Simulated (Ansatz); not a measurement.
Worked sum: surface energy of the Ge(111) slab with 2 Cl, the mean of its two faces, with the listed reservoirs for the atoms in excess

Consider the surface energy of the Ge(111) slab with 2 Cl, the mean of its two faces, with the listed reservoirs for the atoms in excess. Reaction: 10 Ge (diamond) + Cl2 (gas) → cell A.

A: a slab of Ge (diamond, Fd-3m) cut along (111), 12 atoms, hexagonal cell of 4.07 Å (14.4 Å²), symmetry P-3m1 within 0.02 Å, 18.4 Å thick under 16 Å of vacuum, in-plane vectors held at the crystal's; planes from bottom to top: Cl | Ge × 10 | Cl; added, foreign or displaced atoms, above the top plane and below the bottom plane: two times Cl bound to 1 Ge at 2.18 Å; spin state with PBE: run without spin.

Method: Ansatz (a first-principles code), PAW, neutral cells at 0 K with nuclei at rest, on structures from PBE. Ansatz runs with its PAW set soft_1. Other levels take these structures. The lattices are those relaxed with PBE, so at other levels the solids can be strained, which adds to the spread. A dispersion term (D3(BJ), or D4 for r2SCAN) was computed beside these levels and is taken off wherever the name lacks it. Cell A has symmetry P-3m1 within 0.02 Å and got no random move, so less symmetric positions, which may lie lower, weren't tried.

Total energies of the cells in eV, at zero smearing width. They compare only within one column; the weights balance every element.

| cell | atoms | weight | PBE | PBE+D3(BJ) |
|---|---|---|---|---|
| A: Ge(111) slab with 2 Cl | 12 | +1 | -45111.06033 | -45113.92083 |
| Ge (diamond) | 2 | −5 | -8589.97503 | -8590.53739 |
| Cl2 (gas) | 2 | −1 | -2158.88823 | -2158.91673 |

PBE: (-45111.06033) − 5 × (-8589.97503) − (-2158.88823) = -2.2969 eV; dividing by 2 × 14.375 Å² and converting at 16.022 J/m² per eV/Å² gives -1.28 J/m².

PBE+D3(BJ): (-45113.92083) − 5 × (-8590.53739) − (-2158.91673) = -2.3171 eV; dividing by 2 × 14.375 Å² and converting at 16.022 J/m² per eV/Å² gives -1.29 J/m².
